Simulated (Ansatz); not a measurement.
CdSe: biaxial strain +0.50 %, plane normal [001], relaxed out of plane

Base system: CdSe in the zinc blende structure (space group F-43m, No. 216; a = 6.133 Å). Axes: x, y, z lie along the cube axes.

One thing is altered: biaxial strain +0.50 %, plane normal [001], relaxed out of plane (Cartesian); in-plane vectors clamped, the third vector and the atoms free.

Level of theory: r2SCAN (Ansatz, an electronic-structure program, PAW, without spin-orbit coupling). Γ-centred 9×9×9 mesh, Fermi–Dirac width 0.05 eV.

```csv
quantity,base,changed,shift
volume per atom,28.84 Å³,28.92 Å³,+0.08 Å³
space group,F-43m (No. 216),I-4m2 (No. 119),–
shortest interatomic distance,2.656 Å,2.658 Å,+0.0026 Å
energy relative to the base (free energy F),0 meV/atom,+0.2 meV/atom,+0.2 meV/atom
"pressure (mean of the normal stresses, compression positive)",0.01 GPa,-0.14 GPa,-0.15 GPa
band gap,1.04 eV,1.01 eV,-0.03 eV
gap character,direct at Γ,direct at Γ,–
electron mass,0.093 mₑ (at Γ),0.093 mₑ (at Γ),–
"valence-band top at Γ (three highest levels, from the VBM)","0.00, 0.00, 0.00 eV","0.00, -0.04, -0.04 eV",–
out-of-plane strain,–,-0.72 %,–
mean in-plane stress (compression positive),–,-0.2 GPa,–
```

Masses are band curvatures over ±0.01 Å⁻¹ around the edge. Stability against distortions was not tested. Labels are those of the standard path for the cell's own space group.
